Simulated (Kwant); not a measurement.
System: quantum point contact (saddle potential) in a Ge (holes) two-dimensional gas. Effective mass 0.06 mₑ, grid spacing 2.5 nm, hard walls, nominal width 60 nm (23 grid rows, so walls 60 nm apart), one parabolic valley, scattering region 180 nm long along x; energies count from the band bottom; Fermi energy 0.0171 eV. Potential (V0 + ½k y²) cos²(πx/L) for |x| < L/2, with V0 swept from 0.017955 to 0 eV, k = 0.00019 eV/nm², L = 48 nm.

Constants are typed, rounded textbook-type inputs, not results; the design itself was drawn at random and stands for no fabricated device.

Model: effective-mass tight-binding model on a square grid, one spin, coherent transport at 0 K (Kwant). Conductance is in e²/h.

Task: Compare with the saddle-point formula G = Σ 1/(1 + exp(−2π(E − V0 − ħωy(n + ½))/ħωx)), taking ħωy = ħ√(k/m) and ħωx from the curvature along x of V0 plus half of the mode's confinement energy.

Result: ħωy = 15.5 meV; at V0 = 14.6 meV the lowest mode has ħωx = 14.2 meV.

```
V0 (meV)  formula  simulation
--------  -------  ----------
16.9        0.041       0.042
14.6        0.090       0.096
12.2         0.20        0.22
9.89         0.43        0.46
7.55         0.73        0.75
5.20         0.94        0.94
```

The formula takes a parabolic saddle in the continuum; the run has the full potential on a grid.
